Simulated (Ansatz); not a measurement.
Where the default PAW files enter, the runs use the earlier of Ansatz's two default sets.

By PBEsol, the system below comes out a metal.

Input:

```yaml
crystal:
  lattice:
    - [3.25487, 0.00000, 0.00000]
    - [0.00000, 5.03871, 0.00000]
    - [0.00000, 0.00000, 5.45838]
  atoms:
    - { symbol: Si, position: [0.25000, 0.82109, 0.58232] }
    - { symbol: Si, position: [0.75000, 0.17891, 0.41768] }
    - { symbol: Si, position: [0.75000, 0.67891, 0.08232] }
    - { symbol: Si, position: [0.25000, 0.32109, 0.91768] }
    - { symbol: Ni, position: [0.75000, 0.50795, 0.68852] }
    - { symbol: Ni, position: [0.25000, 0.49205, 0.31148] }
    - { symbol: Ni, position: [0.25000, 0.99205, 0.18852] }
    - { symbol: Ni, position: [0.75000, 0.00795, 0.81148] }
```

Space group of this cell: Pnma. The cell is strained (all lengths scaled by 0.98); by PBEsol its mean pressure is 12.1 GPa.

The current flows along the normal of the first two printed cell vectors. No spin-orbit coupling; the value is a mean over 0.1 eV about the Fermi level.

**Question.** Give the ballistic conductance per area that PBEsol (Ansatz, a program for electronic structure) yields.

**Answer.** 0.55 × 10¹⁵ S/m² for both spins.
